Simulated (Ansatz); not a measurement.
```xyz
4
Lattice="3.8049 0.0000 0.0000 -1.9024 3.2951 0.0000 0.0000 0.0000 6.2449" Properties=species:S:1:pos:R:3 pbc="T T T"
Zn     0.0000     2.1967     0.0026
Zn     1.9024     1.0984     3.1251
S      0.0000     2.1967     2.3392
S      1.9024     1.0984     5.4617
```

No spin polarisation.

Computed with PBEsol (Ansatz, an electronic-structure program), without spin-orbit coupling. k-mesh 10×10×6 (Γ-centred); smearing 0.05 eV (Fermi–Dirac).

Question: Predict the valence-band top at Γ and band gap.

Answer: 
* **Valence-band top at Γ (three highest levels, from the VBM)**: 0.00, 0.00, -0.09 eV
* **Band gap**: 2.08 eV

The cells carry an imposed strain or load. Stability against distortions was not tested. The cell was made from ZnS in the wurtzite structure (space group P6_3mc, No. 186) by this change: isotropic strain +0.60 %.
